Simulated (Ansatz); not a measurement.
The parent structure is CsPbBr3 in the cubic perovskite structure (space group Pm-3m, No. 221).

```yaml
crystal:
  lattice:
    - [5.87207, 0.00000, 0.00000]
    - [0.00000, 5.87207, 0.00000]
    - [0.00000, 0.00000, 5.87207]
  atoms:
    - { symbol: Cs, position: [0.00000, 0.00000, 0.00000] }
    - { symbol: Pb, position: [0.50000, 0.50000, 0.50000] }
    - { symbol: Br, position: [0.50000, 0.00000, 0.50000] }
    - { symbol: Br, position: [0.00000, 0.50000, 0.50000] }
    - { symbol: Br, position: [0.50000, 0.50000, 0.00000] }
```

Cartesian axes are those of the cell as printed.

Method: DFT with PBEsol, PAW potentials and a 420 eV plane-wave cutoff in Ansatz (a program for electronic structure), without spin-orbit coupling.

Strains are applied to the cell and any free atomic positions relax; under biaxial strain the out-of-plane vector relaxes too.

One change was made to it. Results:

| quantity | base | after |
|---|---|---|
| band gap | 1.43 eV | 1.08 eV |
| volume per atom | 40.50 Å³ | 38.81 Å³ |

### Question
Name the change that was made.
(A) biaxial strain −2.40 %, plane normal [001], relaxed out of plane
(B) biaxial strain −1.80 %, plane normal [001], relaxed out of plane
(C) biaxial strain −0.60 %, plane normal [001], relaxed out of plane

### Answer
A, biaxial strain −2.40 %, plane normal [001], relaxed out of plane. For comparison, the band gap in the other runs: biaxial strain −0.60 %, plane normal [001], relaxed out of plane gives 1.35 eV; biaxial strain −1.80 %, plane normal [001], relaxed out of plane gives 1.18 eV.

Spin-orbit coupling, missing from the scalar runs, can matter with Pb. Whether these cells are dynamically stable was not tested. Many cubic perovskites are stable only at high temperature; tilts and polar distortions were not tested. This is not the structure that CsPbBr3 has at room temperature and ambient pressure.
